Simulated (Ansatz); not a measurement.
We consider Be₃N₂ (Ia-3, No. 206), described by r²SCAN (Ansatz, a quantum-chemistry and plane-wave program, PAW).

Settings: plane-wave cutoff 560 eV, 6×6×6 k mesh, Fermi–Dirac smearing 0.01 eV, scalar-relativistic PAW data made under PBE.

Response to compression and expansion:

| V (Å³/atom) | P (GPa) | direct gap at Γ (eV) |
|---|---|---|
| 6.411 | 9.96 | 4.032 |
| 6.544 | 4.75 | 4.009 |
| 6.678 | 0.00 | 3.986 |
| 6.811 | -4.33 | 3.964 |
| 6.945 | -8.28 | 3.942 |

A straight line through the gaps at Γ against ln V gives a volume deformation potential dE_g(Γ)/d ln V of -1.1 eV: the gap at Γ widens under compression.
